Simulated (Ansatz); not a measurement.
# ZnCu: pressure 9 GPa

Base system: ZnCu in the CsCl type structure (space group Pm-3m, No. 221; a = 2.9638 Å).

The change: cell and atoms relaxed at a pressure of 9 GPa.

Method: PBE/PAW in Ansatz (a quantum-chemistry and plane-wave program), no spin-orbit coupling. Γ-centred 16×16×16 mesh, Fermi–Dirac width 0.05 eV.

- Volume per atom = 12.18 Å³ (base 13.02 Å³)
- Lattice parameter a = 2.899 Å (base 2.964 Å)
- Shortest interatomic distance = 2.510 Å (base 2.567 Å)
- Enthalpy H = E + PV relative to the base's energy = +0.71 eV/atom
- Band gap = zero (base zero)

Load acts through the strain it causes; cell and atoms are relaxed under it. Whether these cells are dynamically stable was not tested. No other phases were tried under pressure. The final runs are not spin-polarised.
